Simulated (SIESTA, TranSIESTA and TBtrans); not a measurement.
Run with TranSIESTA and TBtrans (open boundaries, self-consistent; PseudoDojo norm-conserving potentials, scalar-relativistic): Spin polarized, PAO.BasisSize DZP, PAO.EnergyShift 0.15 eV, XC.Authors PBE, Mesh.Cutoff 200 Ry, ElectronicTemperature 300 K, TS.Voltage 0.0 eV, TBT.Elecs.Eta 0.001 eV.

System: Pd chain with one bond stretched by 0.6 Å. Leads: straight Pd chain, spacing 2.65 Å. Geometry: as built, not relaxed.

### Question
Predict: conductance at 300 K (G0 = 2e²/h); thermopower (μV/K); mean T from −0.5 to 0.5 eV; spin polarisation of the conductance, (up − down)/(up + down).

### Answer
conductance at 300 K (G0 = 2e²/h): 1.60; thermopower (μV/K): -2.8; mean T from −0.5 to 0.5 eV: 1.45; spin polarisation of the conductance, (up − down)/(up + down): -0.49. The magnetic order of the leads was set by the start, and no other order was tried; the separate lead runs end at 0.74 (left) and 0.74 (right) μB an atom. The straight chain is held at its spacing; free chains may zigzag or dimerise.
